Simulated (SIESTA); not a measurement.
Worked example: self-consistent single point of MgTe (F-43m, 2 atoms in the cell) in SIESTA.

Level of theory: SIESTA 5.4.2 with LDA PW92, numerical atomic orbitals DZP, PseudoDojo LDA standard norm-conserving potentials (rewritten from UPF to PSML).

```
CELL_PARAMETERS angstrom
      0.00000     3.21000     3.21000
      3.21000     0.00000     3.21000
      3.21000     3.21000     0.00000
ATOMIC_POSITIONS crystal
  Mg 0.00000 0.00000 0.00000
  Te 0.25000 0.25000 0.25000
```

Reference input (self-consistent single point, DFT, GGA PBE, numerical atomic orbitals DZP, PseudoDojo PBE standard norm-conserving potentials (rewritten from UPF to PSML)): XC.functional = GGA; XC.authors = PBE; potentials = PseudoDojo PBE standard; PAO.BasisSize = DZP; PAO.EnergyShift = 0.01 Ry; MeshCutoff = 300 Ry; kgrid.MonkhorstPack = 7 7 7; OccupationFunction = FD; ElectronicTemperature = 50 meV; MaxSCFIterations = 150; SCF.Mixer.Method = Pulay; SCF.Mixer.Weight = 0.2. This run's input differs from it in these lines:

```diff
@@ -1,2 +1,2 @@
-# files in the folder: Mg.psml Te.psml (PseudoDojo PBE standard)
+# files in the folder: Mg.psml Te.psml (PseudoDojo LDA standard)
 SystemName  MgTe
@@ -22,4 +22,4 @@
 
-XC.functional                GGA
-XC.authors                   PBE
+XC.functional                LDA
+XC.authors                   PW92
 PAO.BasisSize                DZP
```

Output, abridged:

```
        iscf     Eharris(eV)        E_KS(eV)     FreeEng(eV)     dDmax    Ef(eV) dHmax(eV)
   scf:    1    -4457.877394    -4457.435113    -4457.435113  1.660900 -3.340023  5.143263
   scf:    2    -4457.561873    -4457.500342    -4457.500342  0.012065 -3.287696  3.825933
   scf:    3    -4457.609968    -4457.567331    -4457.567331  0.035415 -3.595798  0.536381
   scf:    4    -4457.572295    -4457.570877    -4457.570877  0.014218 -3.749011  0.044124
   scf:    5    -4457.570890    -4457.570943    -4457.570943  0.002578 -3.765139  0.043146
   scf:    6    -4457.571007    -4457.570984    -4457.570984  0.000746 -3.760066  0.000656
   scf:    7    -4457.570984    -4457.570984    -4457.570984  0.000038 -3.759912  0.000391
SCF Convergence by DM+H criterion
max |DM_out - DM_in|         :     0.0000383372
max |H_out - H_in|      (eV) :     0.0003907212
SCF cycle converged after 7 iterations

Using DM_out to compute the final energy and forces

siesta: E_KS(eV) =            -4457.5710

siesta: E_KS - E_eggbox =     -4457.5710

siesta: Atomic forces (eV/Ang):
     1    0.000000    0.000000    0.000000
     2    0.000000    0.000000   -0.000000
   Tot    0.000000    0.000000    0.000000
   Max    0.000000
   Res    0.000000    sqrt( Sum f_i^2 / 3N )
   Max    0.000000    constrained

Stress tensor Voigt[x,y,z,yz,xz,xy] (kbar):        1.14        1.14        1.14       -0.00       -0.00       -0.00
(Free)E + p*V (eV/cell)    -4457.6182
Target enthalpy (eV/cell)    -4457.5710

siesta: Program's energy decomposition (eV):
siesta: FreeEng =     -4457.570984

   [... lines left out ...]
siesta:     0.000714   -0.000000   -0.000000
siesta:    -0.000000    0.000714   -0.000000
siesta:    -0.000000   -0.000000    0.000714

siesta: Cell volume =         66.152322 Ang**3

siesta: Pressure (static):
siesta:                Solid            Molecule  Units
siesta:          -0.00000778         -0.00000778  Ry/Bohr**3
siesta:          -0.00071422         -0.00071422  eV/Ang**3
siesta:          -1.14430918         -1.14430918  kBar
```

The run converged in 7 iterations. Against the reference run the pressure goes from 2.45 to -0.11 GPa and the gap on the mesh goes from 2.691 to 2.484 eV.

The starting cell has typed, rounded lattice constants, without a prior relaxation at this level. Spin-orbit coupling is off. Values carry the incompleteness of an atom-centred basis.
